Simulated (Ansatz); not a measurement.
Density of states of ZnIn$_{2}$O$_{4}$ (Fd-3m) above the conduction band minimum, PBEsol, rigid bands (Ansatz, a program for electronic structure); cell volume 177.6 Å³.

(energy from edge (eV), 10⁻³ states/eV/cell): (0.006, 7.25); (0.031, 16.7); (0.056, 23.1); (0.081, 28.5); (0.106, 33.7); (0.131, 38.3); (0.156, 43.3); (0.181, 47.8); (0.206, 51.3); (0.231, 56.6); (0.256, 61.6); (0.281, 66.0); (0.319, 74.1); (0.344, 77.8); (0.369, 82.4); (0.394, 86.8); (0.419, 92.6); (0.444, 96.7); (0.469, 102); (0.494, 107); (0.519, 111); (0.544, 118); (0.569, 122); (0.594, 128)

**Question.** What effective density of states at 300 K does this give (∫ g(E) exp(−E/k_BT) dE, both spins, divided by the cell's size)?

**Answer.** 2.0e18 cm⁻³, a density-of-states mass of 0.187 mₑ, valleys and band degeneracy included.

Spin-orbit coupling is left out. Geometry: cell and atoms relaxed with PBEsol.

Computed structure with no diffraction record at hand here (it may be known, metastable or hypothetical): ZnIn2O4 (Fd-3m).
